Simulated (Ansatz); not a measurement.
Input:

```xyz
2
Lattice="3.6331 0.0000 0.0000 1.8166 3.1464 0.0000 1.8166 -1.0488 3.0227" Properties=species:S:1:pos:R:3 pbc="T T T"
Mg     0.0000     0.0000     0.0000
S      1.8166     1.0488     1.5114
```

No spin polarisation.

Calculations: r2SCAN/PAW in Ansatz (a program for electronic structure), without spin-orbit coupling. Γ-centred 11×11×11 mesh, Fermi–Dirac width 0.05 eV.

Predict the in-plane stress, valence-band top at Γ, band gap and gap character.

The mean in-plane stress (compression positive) is +2.4 GPa and the valence-band top at Γ (three highest levels, from the VBM) is 0.00, 0.00, -0.19 eV. The band gap is 3.43 eV. The gap character is indirect, Γ → F.

The cells carry an imposed strain or load. Stability against distortions was not tested. The cell was made from MgS in the rock salt structure (space group Fm-3m, No. 225) by this change: biaxial strain −1.25 %, plane normal [111], relaxed out of plane.
